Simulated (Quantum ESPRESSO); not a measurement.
## Variants of one calculation on YB2Mo (Amm2, 4 atoms in the cell)

```xyz
4
Lattice="3.1422 0.0000 0.0000 0.0000 1.6727 5.1119 0.0000 -1.6727 5.1119" Properties=species:S:1:pos:R:3 pbc="T T T"
Y      0.0000     0.0000     1.6071
B      1.5711     0.0000     5.3501
B      0.0000     0.0000     4.5062
Mo     1.5711     0.0000     8.9843
```

Base run A: PBEsol, GBRV 1.5 ultrasoft (PBESOL) pseudopotentials in Quantum ESPRESSO, self-consistent single point.

Its settings: ecutwfc = 40 Ry; ecutrho = 320 Ry; occupations = smearing; smearing = methfessel-paxton; degauss = 0.0036749 Ry; potentials = {Y: y_pbesol_v1.4.uspp.F.UPF, B: b_pbesol_v1.4.uspp.F.UPF, Mo: mo_pbesol_v1.uspp.F.UPF}; K_POINTS = automatic 11 11 11 0 0 0; conv_thr = 1e-09 Ry; mixing_beta = 0.3.

The starting cell comes from a database of computed structures (which also holds hypothetical and non-ambient phases and stackings), without a prior relaxation at this level. Spin polarisation is off. In the base run, with a pressure of about -6 GPa the cell is away from its equilibrium volume at this level.

ΔF is the free energy per atom less that of run A. A dash stands where there is no value to compare (another energy zero or no entropy term, no result, no spin, no clean gap, or a mesh too coarse for one). Total energies depend on the potentials, the functional and any Hubbard or dispersion term, so they are compared only between runs that share all of them.

Runs:
- B: nosym: default → true
- C: conv_thr: 1e-09 Ry → 7.3e-05 Ry
- D: K_POINTS: automatic 11 11 11 0 0 0 → automatic 10 10 10 0 0 0
- E: lattice scaled by 1.015; ecutwfc: 40 Ry → 24 Ry; ecutrho: 320 Ry → 192 Ry
- F: ecutrho: 320 Ry → 80 Ry
- G: pseudopotentials: {Y: y_pbesol_v1.4.uspp.F.UPF, B: b_pbesol_v1.4.uspp.F.UPF, Mo: mo_pbesol_v1.uspp.F.UPF} → {Y: y_pbe_v1.4.uspp.F.UPF, B: b_pbe_v1.4.uspp.F.UPF, Mo: mo_pbe_v1.uspp.F.UPF}; input_dft: default → vdw-df-cx [vdW-DF-cx]
- H: nosym: default → true; noinv: default → true

```csv
run,ΔF (meV/atom),pressure (GPa),largest force (eV/Å),k-points
A,0.00,-5.90,0.150,216
B,0.00,-5.90,0.150,666
C,0.07,-4.73,0.141,216
D,-0.03,-5.90,0.127,186
E,139.6,-16.83,0.463,216
F,-50.0,-0.16,0.324,216
G,–,-5.08,0.058,216
H,0.00,-5.90,0.150,1331
```

Run G against A: The pressure goes from -5.90 to -5.08 GPa and the largest force goes from 0.150 to 0.058 eV/Å.

Run F against A: The free energy falls by 50.0 meV/atom, the pressure goes from -5.90 to -0.16 GPa and the largest force goes from 0.150 to 0.324 eV/Å.

Run C against A: The free energy hardly moves (within 1 meV/atom), the pressure goes from -5.90 to -4.73 GPa and the largest force goes from 0.150 to 0.141 eV/Å.
